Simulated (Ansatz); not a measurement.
# GeSe (model structure, started from the 4H type, P6₃mc, No. 186, 8 atoms in the cell): properties by level of theory

```tsv
level (code)	equilibrium lattice constant a (Å)	c axis length (Å)	cohesive energy (eV/atom)
LDA (Ansatz)	4.666	10.983	4.11
PBE (Ansatz)	4.799	11.467	3.29
PBEsol (Ansatz)	4.713	11.105	3.65
PBE-D3(BJ) (Ansatz)	4.783	11.396	3.58
```

Caveats: a distance lies near a switch of the dispersion term, which can move the cell (PBE-D3(BJ)). Ansatz's density-functional and Hartree–Fock values are scalar-relativistic unless marked +SOC, with PAW data made under PBE.

Free atoms are spin-polarised, in the lowest state found; at levels without +SOC their spin–orbit coupling is left out.

Computed values are for the static lattice.

A model structure was made by putting elements into a prototype or built by hand; it is no filed structure, need not be a known phase, and can be a saddle point held by its symmetry.

Ansatz is a first-principles code.
